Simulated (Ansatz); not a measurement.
Base system: PbS in the rock salt structure (space group Fm-3m, No. 225).

```
CELL_PARAMETERS angstrom
      0.00000     2.98711     2.98711
      2.98711     0.00000     2.98711
      2.98711     2.98711     0.00000
ATOMIC_POSITIONS crystal
  S  0.00000 0.00000 0.00000
  Pb 0.50000 0.50000 0.50000
```

The values are results of Ansatz (an electronic-structure program) r2SCAN, spin-orbit coupling left out, not measurements.

Modification: an isotropic linear strain of +0.79 %; the atoms relax in the strained cell.

Problem. What happens to the mean gap deformation potential ΔEg/Δln V?

Solution. The mean gap deformation potential ΔEg/Δln V is +3.5 eV.

With Pb present, leaving out spin-orbit coupling can change the band edges. Stability against distortions was not tested.
